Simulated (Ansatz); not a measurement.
Start from MgO in the rock salt structure (space group Fm-3m, No. 225; a = 4.254 Å).

(Cell as relaxed with PBE.)

Levels (all Ansatz, a program for electronic structure, PAW): PBE (420 eV, scalar-relativistic without spin-orbit coupling); PBEsol (420 eV, no spin-orbit coupling).

Each level relaxes its own structure.

| base | PBE | PBEsol |
|---|---|---|
| volume per atom | 9.62 Å³ | 9.35 Å³ |
| lattice parameter a | 4.254 Å | 4.214 Å |
| band gap | 4.46 eV | 4.62 eV |

Now apply this change: every Mg is replaced by Ca; the structure is relaxed again.

```csv
quantity,PBE,PBEsol
electron mass,"1.4 mₑ along k, 0.44 mₑ across (at X)",(withheld)
shift of the gap caused by the change,-0.80 eV,(withheld)
band gap,3.66 eV,(withheld)
volume per atom,14.09 Å³,(withheld)
```

Problem. Predict the PBEsol column.

Solution. 
- electron mass, PBEsol: 1.4 mₑ along k, 0.42 mₑ across (at X)
- shift of the gap caused by the change, PBEsol: -1.08 eV
- band gap, PBEsol: 3.54 eV
- volume per atom, PBEsol: 13.54 Å³

PBE's shift of the gap caused by the change lies 0.272 eV above PBEsol's; PBE's band gap lies 0.113 eV above PBEsol's; PBE's volume per atom lies 0.55 Å³ above PBEsol's (4.1 %). Neither level is exact; PBEsol is the comparison here, not a measurement.

Masses are band curvatures over ±0.01 Å⁻¹ around the edge. Along k means along the line from Γ to the band edge. Whether these cells are dynamically stable was not tested.
